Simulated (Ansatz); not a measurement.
**Parameter sweep on LaSb2Au (P4/nmm, 8 atoms in the cell)**

```yaml
crystal:
  lattice:
    - [4.40881, 0.00000, 0.00000]
    - [0.00000, 4.40881, 0.00000]
    - [0.00000, 0.00000, 10.56219]
  atoms:
    - { symbol: La, position: [0.00000, 0.50000, 0.25571] }
    - { symbol: La, position: [0.50000, 0.00000, 0.74429] }
    - { symbol: Sb, position: [0.00000, 0.00000, 0.50000] }
    - { symbol: Sb, position: [0.50000, 0.50000, 0.50000] }
    - { symbol: Sb, position: [0.00000, 0.50000, 0.83346] }
    - { symbol: Sb, position: [0.50000, 0.00000, 0.16654] }
    - { symbol: Au, position: [0.00000, 0.00000, 0.00000] }
    - { symbol: Au, position: [0.50000, 0.50000, 0.00000] }
```

Base run A: PBEsol, default PAW files made with PBE (Ansatz, an electronic-structure program), self-consistent single point.

Its settings: basis.ecutwfc = 420 eV; kpoints.mp_grid.grid = 7 7 3; hamiltonian.xc = pbesol; hamiltonian.pseudopotentials = {kind: paw} (the program's default PAW files); scf.occupations.method = methfessel_paxton; scf.occupations.width = 0.1 eV.

The starting cell comes from a database of computed structures (which also holds hypothetical and non-ambient phases and stackings), without a prior relaxation at this level. Its lattice was rescaled by a random factor within 2.5 % of one. Ansatz's pressure includes its estimate of the finite-basis (Pulay) stress.

A dash stands where there is no value to compare (another energy zero or no entropy term, no result, no spin, no clean gap, or a mesh too coarse for one). 

Runs:
- B: hamiltonian.dispersion: default → d3bj [PBEsol-D3BJ]
- C: hamiltonian.dispersion: default → d3bjatm [PBEsol-D3BJ-ATM]
- D: hamiltonian.dispersion: default → d4 [PBEsol-D4]

| run | pressure (GPa) | largest force (eV/Å) | dispersion energy (eV/atom) |
|---|---|---|---|
| A | -0.61 | 0.214 | – |
| B | -4.13 | 0.207 | -0.552 |
| C | -3.64 | 0.205 | -0.513 |
| D | -2.47 | 0.216 | -0.308 |

Run C against A: The pressure goes from -0.61 to -3.64 GPa and the largest force goes from 0.214 to 0.205 eV/Å.

Run B against A: The pressure goes from -0.61 to -4.13 GPa and the largest force goes from 0.214 to 0.207 eV/Å.

Run D against A: The pressure goes from -0.61 to -2.47 GPa and the largest force hardly changes (0.214 to 0.216 eV/Å).

Keys are those of Ansatz 0.2.
